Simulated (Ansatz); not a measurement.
We consider Nb2AlB2 (model structure, started from the Ti2InB2 type, P-6m2, No. 187, 5 atoms in the cell), described by LDA (PAW; Ansatz, a quantum-chemistry and plane-wave program).

Output (set-up and result lines):

```
Relaxation: its limit of steps is 80 (relax.max_steps)
Crystal: 5 atoms, lattice volume = 62.589 Å³
Basis set: ecut = 520 eV, 1661 PW (Γ), exchange–correlation on 48×48×120 points (8 copies of the dense FFT grid, shifted against one another)
Bands: 23, of which v1, the nominal top of the filled ones, is band 18 counted from 1 (17 counted from 0)
Symmetry: 12 space group operations
Space group: P-6m2 (ITA 187), of the structure as read, at distance tolerance 4.0e-5 Å
k-points: 305 of 4608 (time reversal used)
Functional: x = slater, c = lda
SCF iter   1: F=—  HF=-9700.934468 eV  |F-HF|=—  |Δ(HF+E_count)|=         —  Δρ=6.65e-3  dr2=8.01e-2
SCF iter   2: F=—  HF=-9700.927261 eV  |F-HF|=—  |Δ(HF+E_count)|=   7.21e-3  Δρ=3.94e-3  dr2=3.77e-2
  ...
SCF 1 converged in 6 iterations: F = -9700.921228 eV  dr2 = 2.22e-8
Crystal: 5 atoms, lattice volume = 62.589 Å³
Initial density: handed on by an earlier stage of this run
SCF 2 converged in 6 iterations: F = -9700.923197 eV  dr2 = 1.76e-9
Crystal: 5 atoms, lattice volume = 62.589 Å³
SCF 3 converged in 6 iterations: F = -9700.923409 eV  dr2 = 9.35e-11
Crystal: 5 atoms, lattice volume = 62.589 Å³
SCF iter   6: F=-9700.923409 eV  HF=-9700.923409 eV  |F-HF|=0.00e0  |Δ(HF+E_count)|=    0.00e0  Δρ=1.11e-9  dr2=1.74e-15
SCF iter   7: F=-9700.923409 eV  HF=-9700.923409 eV  |F-HF|=1.82e-12  |Δ(HF+E_count)|=    0.00e0  Δρ=2.95e-10  dr2=1.01e-16
SCF 4 converged in 7 iterations: F = -9700.923409 eV  dr2 = 1.01e-16
SCF converged after 7 iterations
Free energy (F): -9700.923409 eV
Internal energy: -9700.909443 eV  (E = F + TS)
E sigma→0 (E₀):  -9700.916426 eV
Fermi energy:    14.761378 eV
--- Forces (eV/Å), atoms counted from 1 ---
  atom   1  Nb     0.00000000     0.00000000    -0.00026349
  atom   2  Nb     0.00000000     0.00000000     0.00026349
  atom   3  Al     0.00000000    -0.00000000     0.00000000
  atom   4  B     -0.00000000    -0.00000000     0.00000000
  atom   5  B     -0.00000000     0.00000000     0.00000000
--- Stress (GPa, compression-positive) ---
       -3.764353       0.000000      -0.000000
        0.000000      -3.764353      -0.000000
       -0.000000      -0.000000      -3.751202
  P = ⅓ Tr σ = -3.7600 GPa (-37.600 kbar)
```

**Question.** Write an input file that could have produced this run (the log leaves some choices open).

**Answer.** One answer among several that fit: 
Ansatz 0.2 input:
```yaml
crystal:
  lattice:
    - [3.0965754022, 0.0, 0.0]
    - [-1.5482877011, 2.6817129631, 0.0]
    - [0.0, 0.0, 7.5371118056]
  atoms:
    - { symbol: Nb, position: [0.3333333333, 0.6666666667, 0.7074398586] }
    - { symbol: Nb, position: [0.3333333333, 0.6666666667, 0.2925601414] }
    - { symbol: Al, position: [0.0, 0.0, 0.0] }
    - { symbol: B, position: [0.0, 0.0, 0.5] }
    - { symbol: B, position: [0.6666666667, 0.3333333333, 0.5] }
basis:
  ecutwfc: 520
  ecutrho_ratio: 4
  xc_grid: 2
kpoints:
  mp_grid: { grid: [24, 24, 8] }
hamiltonian:
  xc: lda
  dispersion: none
  pseudopotentials: { kind: paw }
scf:
  occupations: { method: fermi_dirac, width: 0.05 }
output:
  forces: true
  stress: true
  eigenvalues: true
relax:
  f_tol: 0.004
  escape_saddle: false
  max_steps: 80
  cell: { stress_tol: 0.02, fix: [volume] }
```

The cell is one volume of an energy–volume scan, off the minimum.

The PAW data were made under PBE.

Note: the run has no spin polarisation, so it can have missed a magnetic state. Note: the relaxation could raise the start's symmetry but not lower it, so the cell can be a saddle point.

Cost on a shared machine: about 3 core-minutes (a rough figure).

A model structure was made by putting elements into a prototype or built by hand; it is no filed structure, need not be a known phase, and can be a saddle point held by its symmetry.
